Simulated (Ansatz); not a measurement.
## A computed series for Cu3N: response to strain

Consider Cu3N (space group Pm-3m, No. 221; a = 3.765 Å).

Strains are applied to the cell and any free atomic positions relax.

All numbers come from PBEsol, PAW, 420 eV (Ansatz, an electronic-structure program; no SOC).

Notes on the quantities. energy relative to the base: free energy F.

```
case                      band gap  pressure  energy relative to the base
------------------------  --------  --------  ---------------------------
base                          zero   0.0 GPa                   0 meV/atom
isotropic strain +0.60 %   0.08 eV  -2.3 GPa                +1.8 meV/atom
isotropic strain +1.20 %   0.14 eV  -4.4 GPa                +6.9 meV/atom
isotropic strain +1.80 %   0.19 eV  -6.3 GPa                 +15 meV/atom
isotropic strain +2.40 %   0.25 eV  -8.1 GPa                 +27 meV/atom
isotropic strain +3.00 %   0.30 eV  -9.7 GPa                 +41 meV/atom
```

Stability against distortions was not tested. All final runs are without spin polarisation. Gaps under 0.05 eV, about the width of the smearing, are given as zero. The zero or small gap of Cu3N can change with the level of theory.
